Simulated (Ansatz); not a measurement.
Density of states of CuI (P6_3mc) above the conduction band minimum, PBEsol with spin-orbit coupling, rigid bands (Ansatz, a first-principles code); cell volume 104.7 Å³.

(energy from edge (eV), 10⁻³ states/eV/cell): (0.006, 3.08); (0.031, 6.97); (0.056, 9.71); (0.081, 12.2); (0.106, 14.5); (0.131, 16.8); (0.156, 19.4); (0.181, 21.4); (0.206, 24.1); (0.231, 26.3); (0.256, 29.2); (0.281, 31.4); (0.319, 35.4); (0.344, 37.9); (0.369, 41.0); (0.394, 44.1); (0.419, 47.1); (0.444, 50.3); (0.469, 53.1); (0.494, 56.8); (0.519, 59.8); (0.544, 63.8); (0.569, 67.2); (0.594, 71.7)

Task: What effective density of states at 300 K does this give (∫ g(E) exp(−E/k_BT) dE, both spins, divided by the cell's size)?

Result: 1.4e18 cm⁻³, a density-of-states mass of 0.149 mₑ, valleys and band degeneracy included.

Geometry: cell and atoms relaxed with PBEsol.

Formula and space group known from diffraction (Crystallography Open Database), not checked to be the room-temperature form: CuI (P6_3mc).
